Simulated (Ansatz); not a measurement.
# NbAs (Pm-3m): band-structure transport figures

Here is the system:

```yaml
crystal:
  lattice:
    - [3.18051, 0.00000, 0.00000]
    - [0.00000, 3.18051, 0.00000]
    - [0.00000, 0.00000, 3.18051]
  atoms:
    - { symbol: Nb, position: [0.00000, 0.00000, 0.00000] }
    - { symbol: As, position: [0.50000, 0.50000, 0.50000] }
```

The numbers are results of PBEsol, rigid bands (plane waves, PAW, scalar-relativistic; Ansatz, an electronic-structure program), not measurements. Geometry: cell and atoms relaxed with PBEsol.

```
Quantity                                                          Value
------------------------------------  ---------------------------------
density of states at the Fermi level  1.13 states/(eV·cell), both spins
bare Sommerfeld coefficient                   1.33 mJ/(mol of atoms·K²)
Drude plasma energy                                              5.2 eV
root-mean-square Fermi velocity                               5.4e5 m/s
resistivity times τ                                   18.4 ×10⁻²² Ω·m·s
```

A metal at this level (no band gap); rigid bands, thermally averaged at 300 K, both spins. Spin-orbit coupling is left out. τ is one relaxation time for all states.

Computed structure with no diffraction record at hand here (it may be known, metastable or hypothetical): NbAs (Pm-3m).
